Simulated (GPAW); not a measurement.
Input and output of a self-consistent single point for Be (P6_3/mmc, 4 atoms in the cell) (GPAW).

Computed with LDA (Perdew-Wang 92), GPAW PAW datasets LDA (gpaw-data 1.0.1) (plane waves; GPAW).

```
CELL_PARAMETERS angstrom
      2.26275     0.00000     0.00000
     -1.13138     1.95960     0.00000
      0.00000     0.00000     7.28041
ATOMIC_POSITIONS crystal
  Be 0.00000 0.00000 0.00000
  Be 0.00000 0.00000 0.50000
  Be 0.33333 0.66667 0.25000
  Be 0.66667 0.33333 0.75000
```

Reference input (self-consistent single point, DFT PBE, plane waves, GPAW PAW datasets PBE (gpaw-data 1.0.1)): mode = pw; ecut = 800 eV; xc = PBE; kpts = 22 22 6; mesh shift (steps) = 0 0 0; occupations.name = methfessel-paxton; occupations.width = 0.2 eV; occupations.order = 0; nbands = -12; symmetry.symmorphic = false; symmetry.tolerance = 0.0005; maxiter = 100. This run's input differs from it in these lines:

```diff
@@ -15,3 +15,3 @@
 calc = GPAW(mode=PW(800),
-            xc='PBE',
+            xc='LDA',
             kpts={'size': (22, 22, 6), 'gamma': True},
```

Its files differ too (potentials: GPAW PAW datasets LDA (gpaw-data 1.0.1)).

Log, with long lists cut:

```
     iter     time        total  log10-change:
                         energy   eigst   dens
iter:   1 --:--:--   -16.544658
iter:   2 --:--:--   -16.558569   -1.68  -1.43
iter:   3 --:--:--   -16.610073   -2.67  -1.45
iter:   4 --:--:--   -16.619025   -3.37  -1.90
iter:   5 --:--:--   -16.619118   -5.00  -2.52
iter:   6 --:--:--   -16.619117c  -6.94  -2.95
iter:   7 --:--:--   -16.619153c  -6.18  -2.95
iter:   8 --:--:--   -16.619153c  -8.93c -3.99
iter:   9 --:--:--   -16.619153c -10.10c -4.52c
Converged after 9 iterations.

Dipole moment: (-0.000000, -0.000000, -0.000001) |e|*Ang

Energy contributions relative to reference atoms: (reference = -1572.753784)

Kinetic:        +12.443720
Potential:       -5.161456
External:        +0.000000
XC:             -23.625791
Entropy (-ST):   -0.004851
Local:           -0.273200
SIC:             +0.000000
--------------------------
Free energy:    -16.621579
Extrapolated:   -16.619153

Showing only first 2 kpts
 Kpt  Band  Eigenvalues  Occupancy
  0     2     -1.92354    2.00000
  0     3      2.55428    2.00000
  0     4      7.95008    0.00002
  0     5     17.06041    0.00000

  1     2     -1.19982    2.00000
  1     3      2.21725    2.00000
  1     4      8.42047    0.00000
  1     5     14.95957    0.00000

Fermi level: 7.33831

No gap
No difference between direct/indirect transitions
Energy (eV): -16.619153

Forces in eV/Ang:
  0 Be    0.00000    0.00000    0.00000
  1 Be    0.00000   -0.00000    0.00000
  2 Be   -0.00000    0.00000    0.00000
  3 Be    0.00000    0.00000   -0.00000

Stress tensor:
     0.036851    -0.000000     0.000000
    -0.000000     0.036851    -0.000000
     0.000000    -0.000000     0.055109
Stress (GPa, Voigt): [ 5.9042  5.9042  8.8294 -0.      0.     -0.    ]
```

The run converged in 9 iterations. GPAW prints stress with tension positive. Against the reference run the pressure goes from -1.12 to -6.88 GPa.

The starting cell was generated: these elements placed on a structure prototype, without a prior relaxation; it need not be a known phase or ordering of this composition. Its lattice was rescaled by a random factor within 2.5 % of one. With a pressure of about -7 GPa the cell is away from its equilibrium volume at this level.

Cost on one core of a shared machine: roughly 50 s.
